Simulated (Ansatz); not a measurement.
Tunnelling through a barrier is set by its complex band structure: the current falls as exp(−2κd) with the smallest κ.

```xyz
14
Lattice="2.9052 0.0000 0.0000 0.0000 13.1714 0.0000 0.0000 6.5857 3.8023" Properties=species:S:1:pos:R:3 pbc="T T T"
Si     0.7263    10.4968     0.2130
Si     2.1789     9.2604     3.5892
Si     2.1789    12.0186     2.4228
Si     0.7263     7.7386     1.3794
Si     0.7263    14.6933     2.2098
Si     2.1789     5.0639     1.5925
N      0.7263    15.3667     3.8023
N      2.1789    10.9762     3.8023
N      0.7263     4.6144     2.4298
N      2.1789    15.1428     1.3725
N      2.1789    10.9972     1.0210
N      0.7263     8.7600     2.7812
N      0.7263    12.9685     2.3935
N      2.1789     6.7886     1.4088
```

The cell is taken as given.

Transport runs along the normal of the first two printed cell vectors, the (110) plane of the conventional cell.

The gap is the functional's own, uncorrected, and κ follows it; spin-orbit coupling is left out. Mid-gap means the computed energy nearest the middle.

Task: State the band gap and the smallest decay constant κ at mid-gap according to Ansatz (a program for electronic structure) with r2SCAN.

Result: Gap 5.00 eV on a 10×8×8 mesh; κ = 0.394 1/Å, at (0.000, 0.500) of the in-plane reciprocal vectors. At the zone centre the slowest state has κ = 0.39 1/Å.
